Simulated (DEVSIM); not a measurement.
System: abrupt Si n-p junction, at 350 K.

Layer 1 from the left is Si, thickness (μm) 67.0, Nd (cm⁻³) 8.6e16, τn (s) 4.5e-6, τp (s) 4.5e-6. Layer 2 from the left is Si, thickness (μm) 18.0, Na (cm⁻³) 1e17, τn (s) 4.5e-6, τp (s) 4.5e-6.

Left contact: ohmic. Right contact: ohmic. Voltage is applied to the left contact. Recombination: SRH at mid-gap, Auger. Mobility is μmin + (μ − μmin)/(1 + (N/Nref)^α).

Constants are typed, rounded textbook-type inputs, not results; the design itself was drawn at random and stands for no fabricated device. Values at 300 K; Nc and Nv go as T^1.5, mobilities as T to minus their exponent, the gap by Varshni's rule with the affinity fixed.

Si: gap (eV) 1.124, affinity (eV) 4.05, permittivity 11.7, Nc (cm⁻³) 2.86e19, Nv (cm⁻³) 3.1e19, μn (cm²/Vs) 1417, μp (cm²/Vs) 470, μn,min 52, μp,min 45, Nref,n 9.7e16, Nref,p 2.2e17, αn 0.68, αp 0.72, T exponent of μn 2.3, T exponent of μp 2.2, Cn (cm⁶/s) 2.8e-31, Cp (cm⁶/s) 9.9e-32, Varshni α (eV/K) 0.000473, Varshni β (K) 636.

Question: Estimate by hand the built-in potential, the peak field at zero bias, the capacitance at 1 V, and compare with a numerical solution.

Answer: 
- Built-in potential: ni = √(Nc Nv) exp(−Eg/2kT) = 3.78e11 cm⁻³ with Eg = 1.111 eV; Vbi = kT/q ln(Na Nd/ni²) = 0.749 V; numerical 0.749 V.
- Peak field at zero bias: depletion approximation: W = √(2εVbi/(qN)) = 0.145 μm with N = 4.62e16 cm⁻³; field = 2Vbi/W = 103000 V/cm; numerical 99200 V/cm (estimate above by 4.3 %).
- Capacitance at 1 V: C = √(qεN / 2(Vbi + |V|)) = 46.8 nF/cm²; numerical 47.7 nF/cm² (estimate below by 1.8 %).

Model (solved in DEVSIM): 1D drift-diffusion, Boltzmann statistics, complete ionisation; no tunnelling, impact ionisation, image-force lowering or self-heating.
